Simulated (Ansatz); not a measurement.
# Fermi-surface data of AgZn (P-6m2)

Given:

```
CELL_PARAMETERS angstrom
      2.47176    -1.42710     0.00814
      2.47176     1.42710     0.00814
     -0.01439     0.00000     4.34788
ATOMIC_POSITIONS crystal
  Zn 0.33333 0.33333 0.25000
  Ag 0.66666 0.66666 0.75000
```

Computed with PBEsol, rigid bands (plane waves, PAW, scalar-relativistic; Ansatz, a program for electronic structure). How the cell was made: cell and atoms relaxed with PBEsol.

density of states at the Fermi level: 0.589 states/(eV·cell), both spins
bare Sommerfeld coefficient: 0.69 mJ/(mol of atoms·K²)
Drude plasma energy: 8.7 (x), 8.7 (y), 9.3 (z) eV
root-mean-square Fermi velocity: 1.3e6 m/s
resistivity times τ: 6.4 (x), 6.4 (y), 5.7 (z) ×10⁻²² Ω·m·s

A metal at this level (no band gap); rigid bands, thermally averaged at 300 K, both spins. Spin-orbit coupling is left out. τ is one relaxation time for all states.

Computed structure with no diffraction record at hand here (it may be known, metastable or hypothetical): AgZn (P-6m2).
